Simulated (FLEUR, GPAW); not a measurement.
A GPAW input for a self-consistent single point of Mg2Sn (Fm-3m, 3 atoms in the cell) (DFT PBE, plane waves, GPAW PAW datasets PBE (gpaw-data 1.0.1)):

```python
from ase import Atoms
from ase.units import GPa
from gpaw import GPAW

atoms = Atoms(['Mg', 'Mg', 'Sn'],
              cell=[[0.000000, 3.380676, 3.380676],
                    [3.380676, 0.000000, 3.380676],
                    [3.380676, 3.380676, 0.000000]],
              positions=[[1.690338, 1.690338, 1.690338],
                         [5.071014, 5.071014, 5.071014],
                         [0.000000, 0.000000, 0.000000]],
              pbc=True)

calc = GPAW(mode={'name': 'pw', 'ecut': 850},
            xc='PBE',
            kpts=(9, 9, 9),
            occupations={'name': 'fermi-dirac', 'width': 0.02},
            nbands=-6,
            convergence={'density': 1e-05, 'energy': 1e-05, 'bands': -4},
            symmetry={'symmorphic': False, 'tolerance': 0.0005},
            maxiter=120)

atoms.calc = calc

energy = atoms.get_potential_energy()
print('Energy (eV):', round(energy, 6))
forces = atoms.get_forces()
print('Forces (eV/Ang):')
print(forces.round(5))
stress = atoms.get_stress()
print('Stress (GPa, Voigt):', (stress / GPa).round(4))
```

**Question.** Write the same calculation as an input for FLEUR.

**Answer.** This is the input that was run; spellings and numerical settings could be chosen otherwise.

Input of the input generator:

```
Mg2Sn FLAPW
&input film=f /
-0.0000000000 3.3806760000 3.3806760000
3.3806760000 0.0000000000 3.3806760000
3.3806760000 3.3806760000 -0.0000000000
1.8897261246
1.0 1.0 1.0

3
12 0.2500000000 0.2500000000 0.2500000000
12 0.7500000000 0.7500000000 0.7500000000
50 0.0000000000 0.0000000000 0.0000000000

&comp jspins=1 /
&kpt div1=9 div2=9 div3=9 /
&end /
```

```xml
<?xml version="1.0" encoding="UTF-8" standalone="no"?>
<fleurInput fleurInputVersion="0.39">
   <comment>
      Mg2Sn FLAPW                                                                                         
   </comment>
   <calculationSetup>
      <cutoffs Kmax="4.0" Gmax="12.0" GmaxXC="12.0" numbands="0"/>
      <scfLoop itmax="100" minDistance="0.00001" maxIterBroyd="15" imix="Anderson" alpha="0.05" precondParam="0.0" spinf="2.0"/>
      <coreElectrons ctail="T" frcor="F" kcrel="0" coretail_lmax="0"/>
      <xcFunctional name="pbe" relativisticCorrections="F"/>
      <magnetism jspins="1"/>
      <soc l_soc="F" theta="0.0" phi="0.0" spav="F"/>
      <expertModes spex="0" secvar="F"/>
      <geometryOptimization l_f="T" forcealpha="1.0" forcemix="BFGS" epsdisp="0.00001" epsforce="0.00001"/>
      <ldaU l_linMix="F" mixParam="0.05" spinf="1.0"/>
   </calculationSetup>
   <cell>
      <bzIntegration valenceElectrons="34.0" mode="hist" fermiSmearingEnergy="0.00073499">
         <kPointListSelection listName="default-1"/>
         <!-- k-points included here -->
         <xi:include xmlns:xi="http://www.w3.org/2001/XInclude" href="kpts.xml"> </xi:include>
      </bzIntegration>
      <!-- symmetry operations included here -->
      <xi:include xmlns:xi="http://www.w3.org/2001/XInclude" href="sym.xml"> </xi:include>
      <bulkLattice scale="1.0">
         <bravaisMatrix>
            <row-1>    0.0000000000000000     6.3885517560082290     6.3885517560082290</row-1>
            <row-2>    6.3885517560082290     0.0000000000000000     6.3885517560082290</row-2>
            <row-3>    6.3885517560082290     6.3885517560082290     0.0000000000000000</row-3>
         </bravaisMatrix>
      </bulkLattice>
   </cell>
   <atomSpecies>
      <species name="Magnesium (Mg)" element="Mg" atomicNumber="12">
         <mtSphere radius="2.00" gridPoints="705" logIncrement="0.016"/>
         <atomicCutoffs lmax="8" lnonsphr="6"/>
         <electronConfig flipSpins="F">
            <coreConfig>(1s1/2)</coreConfig>
            <valenceConfig>(2s1/2) (2p1/2) (2p3/2) (3s1/2)</valenceConfig>
         </electronConfig>
         <energyParameters s="3" p="3" d="3" f="4"/>
         <lo type="SCLO" l="0" n="2" eDeriv="0"/>
         <lo type="SCLO" l="1" n="2" eDeriv="0"/>
      </species>
      <species name="Tin (Sn)" element="Sn" atomicNumber="50">
         <mtSphere radius="2.63" gridPoints="925" logIncrement="0.014"/>
         <atomicCutoffs lmax="10" lnonsphr="8"/>
         <electronConfig flipSpins="F">
            <coreConfig>(1s1/2) (2s1/2) (2p1/2) (2p3/2) (3s1/2) (3p1/2) (3p3/2) (4s1/2) (3d3/2) (3d5/2) (4p1/2) (4p3/2)</coreConfig>
            <valenceConfig>(5s1/2) (4d3/2) (4d5/2) (5p1/2) (5p3/2)</valenceConfig>
            <stateOccupation state="(5p1/2)" spinUp="0.3333333333333" spinDown="0.3333333333333"/>
            <stateOccupation state="(5p3/2)" spinUp="0.6666666666667" spinDown="0.6666666666667"/>
         </electronConfig>
         <energyParameters s="5" p="5" d="5" f="4"/>
         <lo type="SCLO" l="2" n="4" eDeriv="0"/>
      </species>
   </atomSpecies>
   <atomGroups>
      <atomGroup species="Magnesium (Mg)">
         <relPos label="                   1">1.000/4.000 1.000/4.000 1.000/4.000</relPos>
         <relPos label="                   2">-1.000/4.000 -1.000/4.000 -1.000/4.000</relPos>
         <force calculate="T" relaxXYZ="TTT"/>
      </atomGroup>
      <atomGroup species="Tin (Sn)">
         <relPos label="                   3">.0000000000 .0000000000 .0000000000</relPos>
         <force calculate="T" relaxXYZ="TTT"/>
      </atomGroup>
   </atomGroups>
   <output dos="F" band="F" slice="F">
      <checks vchk="F" cdinf="F"/>
      <bandDOS minEnergy="-.5*Htr" maxEnergy="0.5*Htr" sigma="0.015" storeEVData="T"/>
      <vacuumDOS vacdos="F" integ="F" star="F" nstars="0" locx1="0.0" locy1="0.0" locx2="0.0" locy2="0.0" nstm="0" tworkf="0.0"/>
      <unfoldingBand unfoldBand="F" supercellX="1" supercellY="1" supercellZ="1"/>
      <plotting iplot="0" polar="F">
         <plot TwoD="T" vec1="  1.0  0.0  0.0" vec2="  0.0  1.0  0.0" vec3="  0.0  0.0  1.0" zero="  0.0  0.0  0.0" file="plot"/>
      </plotting>
      <chargeDensitySlicing numkpt="0" minEigenval="0.0" maxEigenval="0.0" nnne="0" pallst="F"/>
      <specialOutput eonly="F"/>
      <magneticCircularDichroism mcd="F" energyLo="-10.0" energyUp="0.0"/>
   </output>
  <!-- We include the file relax.xml here to enable relaxations (see documentation) -->
  <xi:include xmlns:xi="http://www.w3.org/2001/XInclude" href="relax.xml"> <xi:fallback/> </xi:include>
</fleurInput>
```

Basis settings and potentials, where a program has them, do not carry over. This input uses DFT, PBE, all-electron FLAPW (FLEUR), scalar-relativistic valence.

The starting cell has typed, rounded lattice constants, without a prior relaxation at this level. Its lattice was rescaled by a random factor within 2.5 % of one.
